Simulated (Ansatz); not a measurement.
Ge (within 0.1 Å of I4₁/amd, No. 141, 2 atoms in the cell; start mp-1061054; another form than the element's usual one)

Calculation: PBEsol (plane waves, PAW; Ansatz, a program for electronic structure).

Settings: plane-wave cutoff 520 eV, 22×22×22 k mesh, Fermi–Dirac smearing 0.05 eV, scalar-relativistic PAW data made under PBE.

Cell (relaxed at this level):

```xyz
2
Lattice="-2.5588 2.5591 1.4009 2.5588 -2.5591 1.4009 2.5588 2.5591 -1.4009" Properties=species:S:1:pos:R:3 pbc="T T T"
Ge     2.5588     1.2796     1.0510
Ge     0.0000     1.2796     0.3500
```

For Ge (within 0.1 Å of I4₁/amd, No. 141, 2 atoms in the cell; start mp-1061054; another form than the element's usual one), the band gap is none. The bulk modulus is 79.0 GPa.

Note: the bulk modulus is −V dP/dV from two relaxed cells at ±2 % in volume.

Spin–orbit coupling is not included.

The computed numbers hold no vibrational or temperature effects.

Computing time: about 8 core-minutes (a rough figure).

A start named mp-… is a Materials Project structure, which need not be a measured phase.
